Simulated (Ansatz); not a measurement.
We consider cubic perovskite KMgF3, described by r²SCAN (PAW; Ansatz, a first-principles code).

Numerical settings: plane-wave cutoff 600 eV, 6×6×6 k mesh, finite displacements, scalar-relativistic PAW data made under PBE.

Computed at the level's own relaxed cell.

Harmonic phonon frequencies (cm⁻¹; i marks an imaginary mode; at Γ without the LO shift):

| q point | frequencies |
|---|---|
| Γ | 0 0 0 159 159 159 196 196 196 294 294 294 474 474 474 |
